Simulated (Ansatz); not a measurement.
A self-consistent single point of LaNiGe3 (I4mm, 5 atoms in the cell) with Ansatz (a first-principles code).

Method of the run: LDA (PW92), default PAW files made with PBE (plane waves; Ansatz).

```xyz
5
Lattice="-2.1944 2.1944 4.8265 2.1944 -2.1944 4.8265 2.1944 2.1944 -4.8265" Properties=species:S:1:pos:R:3 pbc="T T T"
La     0.0000     0.0000     5.5706
Ni     0.0000     0.0000     2.2597
Ge     0.0000     2.1944     3.1848
Ge     2.1944     0.0000     3.1848
Ge     0.0000     0.0000     9.5658
```

Reference input (self-consistent single point, DFT, LDA (PW92), plane waves, default PAW files made with PBE): basis.ecutwfc = 420 eV; kpoints.mp_grid.grid = 8 8 8; hamiltonian.xc = lda; hamiltonian.pseudopotentials = {kind: paw} (the program's default PAW files); scf.occupations.method = gaussian; scf.occupations.width = 0.1 eV. This run's input differs from it in these lines:

Ansatz 0.2 input:
```diff
@@ -16,3 +16,3 @@
   mp_grid:
-    grid: [8, 8, 8]
+    grid: [13, 13, 13]
 hamiltonian:
@@ -24,3 +24,3 @@
     method: gaussian
-    width: 0.1
+    width: 0.3
 output:
```

Output (repeated stretches shortened):

```
SCF iter   1: F=—  HF=-24500.179906 eV  |F-HF|=—  |Δ(HF+E_count)|=         —  Δρ=1.07e-2  dr2=6.42e-2  ethr=1.77e-3  ⟨swp⟩=5.2  Hψ=26657  notcnv=0
all-band conjugate gradients solve this SCF's bands
preconditioner: auto → Kerker (q_TF=auto, 2.608 Å⁻¹)
SCF iter   2: F=—  HF=-24500.168727 eV  |F-HF|=—  |Δ(HF+E_count)|=   1.12e-2  Δρ=3.84e-3  dr2=1.33e-2  ethr=9.04e-5  ⟨swp⟩=2.0  Hψ=16405  notcnv=0
   [... lines left out ...]
SCF iter   5: F=—  HF=-24500.164084 eV  |F-HF|=—  |Δ(HF+E_count)|=   3.68e-5  Δρ=1.83e-4  dr2=2.67e-5  ethr=1.68e-7  ⟨swp⟩=2.0  Hψ=14962  notcnv=0  defer=1
SCF iter   6: F=—  HF=-24500.164059 eV  |F-HF|=—  |Δ(HF+E_count)|=   2.45e-5  Δρ=4.08e-5  dr2=2.36e-6  ethr=3.76e-8  ⟨swp⟩=2.0  Hψ=14335  notcnv=0  defer=86
SCF iter   7: F=—  HF=-24500.164059 eV  |F-HF|=—  |Δ(HF+E_count)|=   2.94e-7  Δρ=1.50e-5  dr2=3.07e-7  ethr=3.32e-9  ⟨swp⟩=2.0  Hψ=14634  notcnv=0  defer=93
SCF iter   8: F=-24500.164059 eV  HF=-24500.164059 eV  |F-HF|=2.60e-8  |Δ(HF+E_count)|=   7.69e-8  Δρ=4.68e-6  dr2=2.09e-8  ethr=1.41e-10  ⟨swp⟩=8.7  Hψ=37645  notcnv=0
SCF 1 converged in 8 iterations: F = -24500.164059 eV  dr2 = 2.09e-8
Free energy (F): -24500.164059 eV
Internal energy: -24500.105324 eV  (E = F + TS)
E sigma→0 (E₀):  -24500.134691 eV
Entropy (-TS):   -0.058735 eV (-11.747 meV/atom)
Fermi energy:    13.371202 eV
--- Forces (eV/Å), atoms counted from 1 ---
  atom   1  La     0.00000000     0.00000000    -0.27918689
  atom   2  Ni    -0.00000000     0.00000000     0.02312698
  atom   3  Ge    -0.00000000     0.00000000     0.05020085
  atom   4  Ge     0.00000000    -0.00000000     0.05020085
  atom   5  Ge    -0.00000000     0.00000000     0.15563661
--- Stress (GPa, compression-positive) ---
       -4.042435      -0.000000      -0.000000
       -0.000000      -4.042435      -0.000000
       -0.000000      -0.000000      -4.779795
  P = ⅓ Tr σ = -4.2882 GPa (-42.882 kbar)
  The stress holds the Pulay correction. Without it, at fixed plane waves, as pw.x and ABINIT print it: P = -4.3238 GPa
```

The run converged in 8 iterations. Against the reference run the free energy goes down by 4.4 meV/atom, the pressure hardly changes (-4.37 to -4.29 GPa) and the largest force hardly changes (0.286 to 0.279 eV/Å).

The starting cell comes from a database of computed structures (which also holds hypothetical and non-ambient phases and stackings), without a prior relaxation at this level. Its lattice was rescaled by up to half a per cent. One atom was moved a little off its site on purpose. Spin polarisation is off. With a pressure of about -4 GPa the cell is away from its equilibrium volume at this level. Ansatz's pressure includes its estimate of the finite-basis (Pulay) stress.

Cost on one core of a shared machine: roughly 90 s.
